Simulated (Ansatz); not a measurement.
## The (111) surface of MnP-type NiSi in its 1x1 cell (cut with top plane Ni + Si, bottom plane Ni + Si), outermost plane spacing 0.21 Å in the ideal cut (one of several cuts of this face), with 2 Si a cell over the bulk's ratio

These are PBE (plane waves to 420 eV, PAW; Ansatz, a quantum-chemistry and plane-wave program) values and carry that method's errors.

Model: 38-atom slab, Ni18Si20, 10.9 Å thick at the start, 7x6x1 mesh, Fermi-Dirac 0.1 eV, dipole correction, all atoms relaxed; start symmetry kept, larger cells not searched; no spin (magnetic order not tried), no spin-orbit, no U.

```
Quantity                                        Result
-----------------------------  -----------------------
work function of the top face                  4.72 eV
energy released by relaxation                  0.55 eV
cost                           roughly 90 core-minutes
```
